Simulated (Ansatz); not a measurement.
We consider ZrIr₃ (model structure, started from the D022 type, I4/mmm, No. 139, 4 atoms in the cell), described by LDA (plane waves, PAW; Ansatz, an electronic-structure program).

Numerical settings: plane-wave cutoff 520 eV, 20×20×20 k mesh, Fermi–Dirac smearing 0.05 eV, no spin polarisation, scalar-relativistic PAW data made under PBE.

Cell (relaxed at this level):

Ir3Zr is taken in the tetragonal space group I4/mmm (No. 139), Pearson symbol tI8. Cell: a = b = 3.9154 Å, c = 7.8697 Å, α = β = γ = 90.00°. Ir1 on 2b is surrounded by 4 Zr at 2.769 Å and 8 Ir at 2.775 Å (cuboctahedral). Ir2 on 4d has 8 Ir at 2.769–2.775 Å and 4 Zr at 2.775 Å (cuboctahedral). Zr on 2a is surrounded by 12 Ir at 2.769–2.775 Å (cuboctahedral). (Neighbours: up to the widest gap in distance over summed covalent radii, below 1.35, at either atom.)
(The calculation used a cell of 4 atoms; values per cell refer to that cell.)

Problem. Estimate the bulk modulus that the calculation returns.

Solution. 
- bulk modulus: 305 GPa

Note: the run has no spin polarisation, so it can have missed a magnetic state; the bulk modulus is −V dP/dV from two relaxed cells at ±2 % in volume; the relaxation could raise the start's symmetry but not lower it, so the cell can be a saddle point.

Spin–orbit coupling is not included.

Static lattice: no zero-point or thermal effects.

A model structure was made by putting elements into a prototype or built by hand; it is no filed structure, need not be a known phase, and can be a saddle point held by its symmetry.
